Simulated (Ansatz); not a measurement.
Functionals compared on the (0001) surface of wurtzite ZnO (in the relaxation like top atoms buckled by 0.4 Å), Zn-terminated, NH2 on every top atom (bottom of the slab: 2 H on 4 bottom sites), in Ansatz (plane waves, PAW). The structure was relaxed with PBE; the other rows are single points on it. Cutoff 420 eV (500 eV for r2SCAN).

Model: 54-atom slab, 14.8 Å thick at the start with caps and adatoms, 4x4x1 mesh, Fermi-Dirac 0.025 eV, dipole correction, 8 atoms held, the rest relaxed; no symmetry held; no spin (no spin-polarised run to compare, though such a face may carry moments), no spin-orbit, no U. The slab shows no gap on its mesh. It is one candidate, not shown to be the stable structure of the face. These notes are the PBE run's.

```
functional  work function of the top face (eV)          rough cost of the single point
----------  ----------------------------------  --------------------------------------
PBE                                       4.37                                       –
r2SCAN                                     [?]  about 16 core-minutes (a rough figure)
```

Q: Complete the blanks.

A: 
- r2SCAN, work function of the top face (eV): 4.54

Ansatz is a first-principles code.
